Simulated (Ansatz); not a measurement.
This Ansatz (a program for electronic structure) input is the reference run, BeS in the zinc blende structure (space group F-43m, No. 216), computed with r2SCAN, PAW, 500 eV (Ansatz; without spin-orbit coupling):

Ansatz 0.2 input:
```yaml
crystal:
  lattice:
    - [0, 2.4343121696, 2.4343121696]
    - [2.4343121696, 0, 2.4343121696]
    - [2.4343121696, 2.4343121696, 0]
  atoms:
    - { symbol: Be, position: [0, 0, 0] }
    - { symbol: S, position: [0.25, 0.25, 0.25] }
basis: { ecutwfc: 500, ecutrho_ratio: 4, xc_grid: 4, fft_grid_basis: typed }
kpoints: { mp_grid: { grid: [12, 12, 12] } }
hamiltonian:
  xc: r2scan
  dispersion: none
  pseudopotentials: { kind: paw }
scf: { occupations: { method: fermi_dirac, width: 0.05 }, convergence: { dr2_threshold: 0.0000000002 } }
output: { forces: true, stress: true }
checkpoint: { write: state.ck, write_every: 1000 }
```

Problem. Write the input for this change: an isotropic linear strain of −2.00 %; the atoms relax in the strained cell.

Solution. 
Ansatz 0.2 input:
```yaml
crystal:
  lattice:
    - [0, 2.3856259262, 2.3856259262]
    - [2.3856259262, 0, 2.3856259262]
    - [2.3856259262, 2.3856259262, 0]
  atoms:
    - { symbol: Be, position: [0, 0, 0] }
    - { symbol: S, position: [0.25, 0.25, 0.25] }
basis: { ecutwfc: 500, ecutrho_ratio: 4, xc_grid: 4, fft_grid_basis: typed }
kpoints: { mp_grid: { grid: [12, 12, 12] } }
hamiltonian:
  xc: r2scan
  dispersion: none
  pseudopotentials: { kind: paw }
scf: { occupations: { method: fermi_dirac, width: 0.05 }, convergence: { dr2_threshold: 0.0000000002 } }
relax: { f_tol: 0.005, max_steps: 50 }
output: { forces: true, stress: true }
checkpoint: { write: state.ck, write_every: 1000 }
```
This is the input that was run.

Whether these cells are dynamically stable was not tested.
